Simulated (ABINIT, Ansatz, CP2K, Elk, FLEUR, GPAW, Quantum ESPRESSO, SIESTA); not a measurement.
One structure in several programs: CrClO (Pmmn, 6 atoms in the cell)

Self-consistent single point.

```yaml
crystal:
  lattice:
    - [3.14861, 0.00000, 0.00000]
    - [0.00000, 3.81630, 0.00000]
    - [0.00000, 0.00000, 7.84908]
  atoms:
    - { symbol: Cr, position: [0.00000, 0.00000, 0.10604], spin: 3.0 }
    - { symbol: Cr, position: [0.50000, 0.50000, 0.89396], spin: 3.0 }
    - { symbol: Cl, position: [0.00000, 0.50000, 0.68142] }
    - { symbol: Cl, position: [0.50000, 0.00000, 0.31858] }
    - { symbol: O, position: [0.50000, 0.00000, 0.94782] }
    - { symbol: O, position: [0.00000, 0.50000, 0.05218] }
```
(The spins are starting values, not results.)

All programs got the same cell, k-point mesh and kind of occupations, and the same starting moments (in Ansatz's words: kpoints.mp_grid.grid = 5 4 2; magnetization.spin_polarized = true; scf.occupations.method = fermi_dirac; scf.occupations.width = 0.01 eV); potentials, basis and cutoffs are each program's usual ones.

```csv
code,model,pressure (GPa),largest force (eV/Å),gap on the mesh (eV),size of the net moment (μB/atom),k-points,cutoff
SIESTA,"LDA PW92, numerical atomic orbitals DZP, PseudoDojo LDA standard norm-conserving potentials (rewritten from UPF to PSML)",-4.10,0.159,0.423,1.00,23,grid 350 Ry
ABINIT,"LDA (PW92), PAW (JTH v2.0 LDA PAW)",-1.39,0.059,0.491,1.00,18,30 Ha
Quantum ESPRESSO,"LDA (PW92), PseudoDojo standard norm-conserving (LDA) pseudopotentials",-2.31,0.114,0.508,1.00,18,95 Ry
GPAW,"LDA (Perdew-Wang 92), GPAW PAW datasets LDA (gpaw-data 1.0.1)",–,0.061,0.468,1.00,18,900 eV
Ansatz,"LDA (PW92), PAW files made with PBE",-2.62,0.104,0.501,1.00,18,420 eV
FLEUR,"LDA (Perdew-Zunger), all-electron FLAPW (FLEUR), scalar-relativistic valence",–,0.151,0.440,1.00,18,Kmax 4.8 1/bohr
Elk,"LDA (PW92), all-electron FP-LAPW, Elk's shipped species files, default APW+lo basis",–,–,0.495,1.00,18,rgkmax 7
CP2K,"LDA (Pade form), GPW, DZVP-MOLOPT-SR-GTH basis, GTH-PADE potentials (GTH_POTENTIALS)",-2.17,0.088,0.530,1.00,22,grid 600 Ry
```

Size of the force on each atom (eV/Å): Sizes of forces hide their directions.

| code | Cr1 | Cr2 | Cl3 | Cl4 | O5 | O6 |
|---|---|---|---|---|---|---|
| SIESTA | 0.101 | 0.101 | 0.117 | 0.117 | 0.159 | 0.159 |
| ABINIT | 0.025 | 0.025 | 0.033 | 0.033 | 0.059 | 0.059 |
| Quantum ESPRESSO | 0.052 | 0.052 | 0.063 | 0.063 | 0.114 | 0.114 |
| GPAW | 0.027 | 0.027 | 0.040 | 0.040 | 0.061 | 0.061 |
| Ansatz | 0.046 | 0.046 | 0.077 | 0.077 | 0.104 | 0.104 |
| FLEUR | 0.143 | 0.143 | 0.078 | 0.078 | 0.151 | 0.151 |
| CP2K | 0.012 | 0.012 | 0.041 | 0.041 | 0.088 | 0.088 |

A dash marks a value that a program does not give, or that is left out as unsure.

Gaps are read on the mesh.

The spread over the programs that give each value: pressure within 2.71 GPa; largest force within 0.100 eV/Å; gap on the mesh within 0.107 eV; size of the net moment within 0.00 μB/atom.

The starting cell comes from a database of computed structures (which also holds hypothetical and non-ambient phases and stackings), without a prior relaxation at this level. Its lattice was rescaled by a random factor within 2.5 % of one. On Ansatz's run: The magnetic order is the one reached from the typed start; others were not searched systematically.

Why do the programs differ, and what cannot be compared?

Differences of this kind can come from the potentials, where these differ, and from what each basis and cutoff leave unconverged. The valence holds different numbers of electrons (SIESTA 54, ABINIT 54, Quantum ESPRESSO 54, GPAW 38, Ansatz (a program for electronic structure) 54, FLEUR 54, CP2K 54). The zero of total energies and Fermi levels follows the potentials and each program's conventions, so they are not compared here. SIESTA and CP2K use small atom-centred bases, whose incompleteness enters pressures, forces and empty levels differently from a plane-wave cutoff. FLEUR and Elk treat all electrons, but the usual bases taken here (sphere radii, linearisation, local orbitals, empty states) were not tested for convergence, so the values are no reference for the others. Ansatz's pressure is given at a fixed set of plane waves, as the other plane-wave codes print theirs; with its correction for the finite basis it is -2.36 GPa (the shift of 0.26 GPa shows how far the cutoff is from converged). The pressure of GPAW is left out: its cutoff lies under the one at which its stress was checked. Site moments depend on each program's spheres or projections; the total moment of the cell does not. The programs reduce the same mesh by symmetry to different extents, which changes the work and not the result. In the pressure, SIESTA (by 1.79) lies more than 1 GPa from the median of the plane-wave programs. In the force vectors, SIESTA (by 0.168), ABINIT (by 0.084) and FLEUR (by 0.132) lie more than 0.08 eV/Å from the median of the plane-wave programs.

Keys are those of Ansatz 0.2.
